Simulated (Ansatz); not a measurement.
BeS (model structure, started from the CdTe type, P6₄22, No. 181, 6 atoms in the cell) was calculated with PBE-D3(BJ) in Ansatz (plane waves, PAW).

Numerical settings: plane-wave cutoff 520 eV, 12×12×4 k mesh (along the axes of the cell as run), Fermi–Dirac smearing 0.01 eV, scalar-relativistic PAW data made under PBE.

Cell (relaxed at this level):

```
BeS
1.0
    3.40611     0.00000     0.00000
   -1.70306     2.94978     0.00000
    0.00000     0.00000     7.71929
Be S
3 3
Direct
  0.00000   0.49997   0.66667
  0.50003   0.50003   0.00000
  0.49997   0.00000   0.33333
  0.00000   0.50000   0.16667
  0.50000   0.50000   0.50000
  0.50000   0.00000   0.83333
```

What does this level give for the band gap and direct gap at Γ?


- band gap = 2.60 eV (on the SCF k mesh)
- direct gap at Γ = 4.08 eV

Note: the relaxation could raise the start's symmetry but not lower it, so the cell can be a saddle point.

The computed numbers hold no vibrational or temperature effects.

It cost about 60 core-seconds (a rough figure) of CPU time.

A model structure was made by putting elements into a prototype or built by hand; it is no filed structure, need not be a known phase, and can be a saddle point held by its symmetry.

Ansatz is a quantum-chemistry and plane-wave program.
